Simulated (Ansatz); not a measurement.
## PBE against PBEsol: hypothetical P-62m Y3Si5, isotropic strain −2.38 %

Consider Y3Si5 (space group P-62m, No. 189; a = 6.591 Å, c = 4.189 Å; a hypothetical phase, not in the database extracts checked).

(Cell as relaxed with PBE.)

Levels (all Ansatz, an electronic-structure program, PAW): PBE (420 eV, spin-orbit coupling left out); PBEsol (420 eV, no SOC).

Each level relaxes its own structure.

```json
[
 {"base": "volume per atom", "PBE": "19.70 Å³", "PBEsol": "19.00 Å³"},
 {"base": "lattice parameter a", "PBE": "6.591 Å", "PBEsol": "6.502 Å"},
 {"base": "band gap", "PBE": "zero", "PBEsol": "zero"}
]
```

It is then changed as follows: an isotropic linear strain of −2.38 %, atoms relaxed at fixed cell.

```tsv
quantity	PBE	PBEsol
largest internal atomic displacement	0.063 Å	0.050 Å
pressure (mean of the normal stresses, compression positive)	6.8 GPa	7.7 GPa
energy relative to the base (free energy F)	+27 meV/atom	+30 meV/atom
```

PBE's largest internal atomic displacement lies 0.013 Å above PBEsol's; PBE's pressure lies 0.9 GPa below PBEsol's; PBE's energy relative to the base lies 2.4 meV/atom below PBEsol's. Neither level is exact; PBEsol is the comparison here, not a measurement.

Stability against distortions was not tested. The final runs are not spin-polarised. An odd electron count without spin: Y3Si5.
